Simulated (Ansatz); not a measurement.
Input and output of a self-consistent single point for a (001) slab of MgMo3 (cut from a parent of space group no. 225; 8 atoms in the cell) (Ansatz, a quantum-chemistry and plane-wave program).

Level of theory: PBE, PAW files (plane waves; Ansatz).

```
MgMo3
1.0
    4.50924     0.00000     0.00000
   -4.50924     4.50924     0.00000
    0.00000     0.00000    14.78280
Mg Mo
2 6
Direct
  0.00000   0.00000   0.66177
  0.00000   0.50000   0.44608
  0.50000   0.00000   0.55392
  0.50000   0.50000   0.55392
  0.00000   0.50000   0.66177
  0.50000   0.50000   0.33823
  0.50000   0.00000   0.33823
  0.00000   0.00000   0.44608
```

Reference input (self-consistent single point, DFT, PBE, plane waves, PAW files): kpoints.mp_grid.grid = 5 5 1; hamiltonian.xc = pbe; hamiltonian.pseudopotentials = {kind: paw} (the program's default PAW files); scf.occupations.method = fermi_dirac; scf.occupations.width = 0.136 eV. This run's input differs from it in these lines:

Ansatz 0.2 input:
```diff
@@ -17,3 +17,3 @@
   mp_grid:
-    grid: [5, 5, 1]
+    grid: [7, 7, 1]
 hamiltonian:
```

Log, with long lists cut:

```
SCF iter   1: F=—  HF=-33582.650150 eV  |F-HF|=—  |Δ(HF+E_count)|=         —  Δρ=7.08e-2  dr2=6.65e1  ethr=3.10e-3  ⟨swp⟩=8.0  Hψ=2882  notcnv=0
all-band conjugate gradients solve this SCF's bands
preconditioner: auto → LDOS
SCF iter   2: F=—  HF=-33585.746384 eV  |F-HF|=—  |Δ(HF+E_count)|=    3.10e0  Δρ=1.02e-1  dr2=1.66e2  ethr=3.10e-3  ⟨swp⟩=4.6  Hψ=1723  notcnv=0  defer=2  recentre
   [... lines left out ...]
SCF iter   8: F=—  HF=-33575.139637 eV  |F-HF|=—  |Δ(HF+E_count)|=   7.76e-6  Δρ=5.92e-5  dr2=2.07e-5  ethr=3.16e-7  ⟨swp⟩=2.0  Hψ=769  notcnv=0
SCF iter   9: F=—  HF=-33575.139600 eV  |F-HF|=—  |Δ(HF+E_count)|=   3.78e-5  Δρ=2.59e-5  dr2=5.91e-6  ethr=2.00e-8  ⟨swp⟩=2.1  Hψ=948  notcnv=0
SCF iter  10: F=—  HF=-33575.139600 eV  |F-HF|=—  |Δ(HF+E_count)|=   5.39e-7  Δρ=1.43e-5  dr2=2.54e-6  ethr=5.68e-9  ⟨swp⟩=2.0  Hψ=829  notcnv=0
SCF iter  11: F=-33575.139600 eV  HF=-33575.139600 eV  |F-HF|=1.86e-8  |Δ(HF+E_count)|=   1.16e-7  Δρ=3.48e-6  dr2=6.11e-8  ethr=9.62e-11  ⟨swp⟩=8.3  Hψ=3151  notcnv=0
SCF 1 converged in 11 iterations: F = -33575.139600 eV  dr2 = 6.11e-8
Free energy (F): -33575.139600 eV
Internal energy: -33574.555994 eV  (E = F + TS)
E sigma→0 (E₀):  -33574.847797 eV
Entropy (-TS):   -0.583606 eV (-72.951 meV/atom)
Fermi energy:    5.317421 eV
--- Forces (eV/Å), atoms counted from 1 ---
  atom   1  Mg    -0.00000000     0.00000000     1.14545088
  atom   2  Mg     0.00000000     0.00000000    -0.02634537
  atom   3  Mo    -0.00000000     0.00000000     0.91743408
  atom   4  Mo     0.00000000     0.00000000     0.91743408
  atom   5  Mo     0.00000000     0.00000000    -3.48291580
  atom   6  Mo     0.00000000     0.00000000     0.59194484
  atom   7  Mo     0.00000000    -0.00000000     0.59194484
  atom   8  Mo     0.00000000     0.00000000    -0.65491219
--- Stress (GPa, compression-positive) ---
       -6.732961       0.000000       0.000000
        0.000000      -6.732961       0.000000
        0.000000       0.000000      -3.427232
  P = ⅓ Tr σ = -5.6311 GPa (-56.311 kbar)
  The stress holds the Pulay correction. Without it, at fixed plane waves, as pw.x and ABINIT print it: P = -5.6430 GPa
```

The run converged in 11 iterations. Against the reference run the free energy falls by 2.2 meV/atom and the largest force goes from 3.521 to 3.483 eV/Å.

The starting cell comes from a database of computed structures (which also holds hypothetical and non-ambient phases and stackings), without a prior relaxation at this level. The slab is cut from that crystal, and its faces are unrelaxed. Spin polarisation is off. The two faces of this cut differ, and no dipole correction was used. Forces in this geometry exceed 1 eV/Å.
